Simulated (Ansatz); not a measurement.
The reference is WC (space group P-6m2, No. 187; a = 2.913 Å, c = 2.835 Å; relaxed with 0.1 eV smearing). Axes: x lies along a and z along c of the hexagonal cell.

All numbers come from r2SCAN (Ansatz, a program for electronic structure), no spin-orbit coupling.

For the base:

Volume per atom: 10.42 Å³
Pressure: 0.0 GPa

The change: biaxial strain −0.50 %, plane normal [001], relaxed out of plane (Cartesian); in-plane vectors clamped, the third vector and the atoms free.

Problem. Predict the new volume per atom and pressure.

Solution. The volume per atom falls by 0.09 Å³ to 10.33 Å³; the pressure (mean of the normal stresses, compression positive) goes from zero to 3.1 GPa.

Whether these cells are dynamically stable was not tested. All final runs are without spin polarisation.
